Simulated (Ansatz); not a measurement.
Consider Cs2SnI6 (space group Fm-3m, No. 225; a = 11.5502 Å). Axes: x, y, z lie along the cube axes.

Method: Kohn–Sham DFT with the PBEsol functional, run in Ansatz (a program for electronic structure) with PAW and 420 eV plane waves, no spin-orbit coupling.

Strains are applied to the cell and any free atomic positions relax; under biaxial strain the out-of-plane vector relaxes too.

One change was made to it. Results:

The band gap remains zero; the energy stays essentially unchanged; the volume per atom shrinks by 0.12 Å³, from 42.80 Å³ to 42.68 Å³; the pressure (mean of the normal stresses, compression positive) is still 0.0 GPa.

Question: Which change produced these results?
(A) isotropic strain +5.47 %
(B) biaxial strain −0.38 %, plane normal [001], relaxed out of plane
(C) biaxial strain −3.47 %, plane normal [001], relaxed out of plane
(D) isotropic strain −1.95 %

Answer: B, biaxial strain −0.38 %, plane normal [001], relaxed out of plane. For comparison, the energy relative to the base in the other runs: isotropic strain −1.95 % gives +6.0 meV/atom; isotropic strain +5.47 % gives +27 meV/atom; biaxial strain −3.47 %, plane normal [001], relaxed out of plane gives +6.0 meV/atom.

Spin-orbit coupling, missing from the scalar runs, can matter with I. Stability against distortions was not tested. All final runs are without spin polarisation. A zero or small gap of Cs2SnI6 can be the functional's error rather than a property of the material.
